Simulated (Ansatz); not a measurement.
## hypothetical simple cubic Cr with two functionals, isotropic strain −1.72 %

Consider Cr in the simple cubic structure (space group Pm-3m, No. 221; a = 2.340 Å; not spin-polarised; a hypothetical phase, not in the database extracts checked; relaxed with 0.1 eV smearing).

(Cell as relaxed with PBE.)

Levels (all Ansatz, a program for electronic structure, PAW): PBE (420 eV, no spin-orbit coupling); PBEsol (420 eV, no spin-orbit coupling).

Each level relaxes its own structure.

```json
[
 {"base": "volume per atom", "PBE": "12.82 Å³", "PBEsol": "12.30 Å³"},
 {"base": "lattice parameter a", "PBE": "234.0 pm", "PBEsol": "230.8 pm"},
 {"base": "band gap", "PBE": "zero", "PBEsol": "zero"}
]
```

Now apply this change: the cell is scaled by 0.9828 in all directions; the atoms relax in the strained cell.

```json
[
 {"quantity": "pressure", "PBE": "10.9 GPa", "PBEsol": "___"},
 {"quantity": "energy relative to the base (free energy F)", "PBE": "+21 meV/atom", "PBEsol": "___"},
 {"quantity": "band gap", "PBE": "zero", "PBEsol": "___"}
]
```

Task: What does PBEsol give?

Result: 
- pressure, PBEsol: 12.0 GPa
- energy relative to the base (free energy F), PBEsol: +22 meV/atom
- band gap, PBEsol: zero

PBE's pressure lies 1.1 GPa below PBEsol's; PBE's energy relative to the base lies 1.2 meV/atom below PBEsol's; the two agree on the band gap. Neither level is exact; PBEsol is the comparison here, not a measurement.

Stability against distortions was not tested. Starting moments died away, wholly or in part, for the base; another magnetic solution may exist. All final runs are without spin polarisation.
